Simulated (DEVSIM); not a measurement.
**abrupt Si n-p junction**

System: abrupt Si n-p junction, at 300 K.

| layer (left to right) | material | thickness (μm) | Nd (cm⁻³) | Na (cm⁻³) | τn (s) | τp (s) |
|---|---|---|---|---|---|---|
| 1 | Si | 4.80 | 2.2e16 | - | 1.1e-6 | 1.1e-6 |
| 2 | Si | 1.50 | - | 4.2e16 | 1.1e-6 | 1.1e-6 |

Left contact: ohmic. Right contact: ohmic. Voltage is applied to the left contact. Recombination: SRH at mid-gap, Auger. Mobility is constant in doping.

The device is made up for the run: typed textbook-type constants, with dimensions and the other settings drawn at random. Values at 300 K.

```
parameter           Si
-------------  -------
gap (eV)         1.124
affinity (eV)     4.05
permittivity      11.7
Nc (cm⁻³)      2.86e19
Nv (cm⁻³)       3.1e19
μn (cm²/Vs)       1417
μp (cm²/Vs)        470
Cn (cm⁶/s)     2.8e-31
Cp (cm⁶/s)     9.9e-32
```

Simulated with DEVSIM: 1D drift-diffusion, Boltzmann statistics, complete ionisation; no tunnelling, impact ionisation, image-force lowering or self-heating.

```json
{
  "potential_step_across_the_device_at_zero_bias": "0.768 V",
  "largest_field_in_the_device_at_zero_bias": "57000 V/cm",
  "Dark forward voltage at 1 A/cm²": "0.588 V",
  "Dark forward voltage at 100 A/cm²": "0.717 V"
}
```

Dark forward current:

(V (V), J (A/cm²)): (-0.05, -3.3e-9); (-0.10, -1.5e-8); (-0.20, -3.9e-7); (-0.25, -2.4e-6); (-0.30, -1.5e-5); (-0.40, -0.00071); (-0.45, -0.0049); (-0.50, -0.034); (-0.55, -0.23); (-0.65, -11); (-0.70, -62); (-0.75, -250); (-0.85, -1400); (-0.90, -2400)

Dark reverse current:

| V (V) | J (A/cm²) |
|---|---|
| 0.10 | 2.2e-9 |
| 0.25 | 4.2e-9 |
| 0.50 | 7.0e-9 |
| 0.75 | 9.5e-9 |
| 1.00 | 1.2e-8 |
| 1.50 | 1.6e-8 |
| 2.00 | 2.0e-8 |
| 2.50 | 2.3e-8 |
| 3.25 | 2.8e-8 |
| 4.00 | 3.2e-8 |
| 5.00 | 3.7e-8 |
